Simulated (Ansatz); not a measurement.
Reference: monolayer SnS$_{2}$, PBE, rigid bands (plane waves, PAW, scalar-relativistic; Ansatz, a first-principles code); axes and stresses refer to this cell.

```
CELL_PARAMETERS angstrom
      3.70139     0.00000     0.00000
     -1.85069     3.20549     0.00000
      0.00000     0.00000    18.93629
ATOMIC_POSITIONS crystal
  Sn 0.00000 0.00000 0.50000
  S  0.33333 0.66667 0.57808
  S  0.66667 0.33333 0.42192
```

The electron conductivity mass comes out as 0.40 mₑ and the hole conductivity mass comes out as 0.55 mₑ. The band gap is 1.57 eV.

| Change | electron conductivity mass | hole conductivity mass | band gap |
|---|---|---|---|
| biaxial strain +1 % | 0.41 mₑ | [?] | [?] |
| biaxial strain +2 % | 0.42 mₑ | 0.75 mₑ | [?] |
| biaxial strain +5 % | 0.46 mₑ | 2.3 mₑ | 1.49 eV |
| biaxial strain -1 % | 0.39 mₑ | 0.55 mₑ | 1.55 eV |
| biaxial strain -2 % | 0.39 mₑ | 0.55 mₑ | 1.52 eV |
| biaxial strain -3 % | 0.39 mₑ | 0.57 mₑ | [?] |

**Question.** Fill in the missing entries.

**Answer.** 
- biaxial strain +1 %, hole conductivity mass: 0.58 mₑ
- biaxial strain +1 %, band gap: 1.59 eV
- biaxial strain +2 %, band gap: 1.61 eV
- biaxial strain -3 %, band gap: 1.48 eV

Masses are for dilute carriers at 300 K, harmonic means over directions unless an axis is named. Spin-orbit coupling is left out unless a row names it. The structure type is held under load, also where the real crystal would transform.
